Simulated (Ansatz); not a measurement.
Consider Si in the diamond structure (space group Fd-3m, No. 227; a = 5.402 Å). Axes: x, y, z lie along the cube axes.

All numbers come from DFT with LDA, PAW potentials and a 420 eV plane-wave cutoff in Ansatz (an electronic-structure program), no SOC.

For the base:

Pressure: 0.0 GPa
Band gap: 0.45 eV
Shortest interatomic distance: 2.339 Å

Perturbation: tensile biaxial strain of 2.50 % in the plane normal to [001], as in epitaxy on a mismatched substrate; the out-of-plane cell vector and the atoms relax.

Problem. What happens to the pressure?

Solution. The pressure (mean of the normal stresses, compression positive) goes from zero to -2.7 GPa.

Problem. What does the calculation give for the energy relative to the base after the change?

Solution. The energy grows by 13 meV/atom.

Problem. Estimate the effect on the band gap.

Solution. The band gap becomes zero (base: 0.45 eV).

Problem. Estimate the effect on the shortest interatomic distance.

Solution. The shortest interatomic distance rises by 0.0235 Å (2.339 Å → 2.363 Å).

Stability against distortions was not tested. Gaps under 0.05 eV, about the width of the smearing, are given as zero. The zero or small gap of Si under biaxial strain +2.50 %, plane normal [001], relaxed out of plane can change with the level of theory.
